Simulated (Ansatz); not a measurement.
Response to strain in Pb

Take Pb in the bcc (W type) structure (space group Im-3m, No. 229; a = 3.915 Å; a cell from a computed database, its experimental status unchecked) as the base. Axes: x, y, z lie along the cube axes.

Strains are applied to the cell and any free atomic positions relax; under biaxial strain the out-of-plane vector relaxes too; under stress the whole cell relaxes.

The values are results of PBEsol (Ansatz, a program for electronic structure; PAW; 420 eV plane waves; without spin-orbit coupling), not measurements.

Notes on the quantities. energy relative to the base: free energy F.

| case | volume per atom | energy relative to the base | space group |
|---|---|---|---|
| base | 30.01 Å³ | 0 meV/atom | Im-3m (No. 229) |
| biaxial strain −0.16 %, plane normal [001], relaxed out of plane | 30.10 Å³ | -0.1 meV/atom | I4/mmm (No. 139) |
| isotropic strain −4.42 % | 26.20 Å³ | +90 meV/atom | Im-3m (No. 229) |
| isotropic strain −1.93 % | 28.31 Å³ | +16 meV/atom | Im-3m (No. 229) |
| isotropic strain −0.16 % | 29.87 Å³ | +0.1 meV/atom | Im-3m (No. 229) |
| uniaxial strain ε_xx = −0.35 % | 29.91 Å³ | 0.0 meV/atom | I4/mmm (No. 139) |
| uniaxial strain ε_zz = +2.34 % | 30.71 Å³ | +1.5 meV/atom | I4/mmm (No. 139) |
| uniaxial strain ε_zz = +2.87 % | 30.87 Å³ | +2.2 meV/atom | I4/mmm (No. 139) |
| tensor shear ε_xy = −1.01 % | 30.01 Å³ | +0.6 meV/atom | Fmmm (No. 69) |
| uniaxial stress, 3 GPa compression along z | 29.81 Å³ | +0.6 meV/atom | I4/mmm (No. 139) |

Without a gap, meshes like the base's 17×17×17 leave anisotropic stresses uncertain by several tenths of a GPa, and small strain energies with them. Beyond what the load breaks, stability against distortions was not tested. Under uniaxial stress, 3 GPa compression along z the cell changed shape so far that it is another structure. This is not the structure that Pb has at room temperature and ambient pressure.
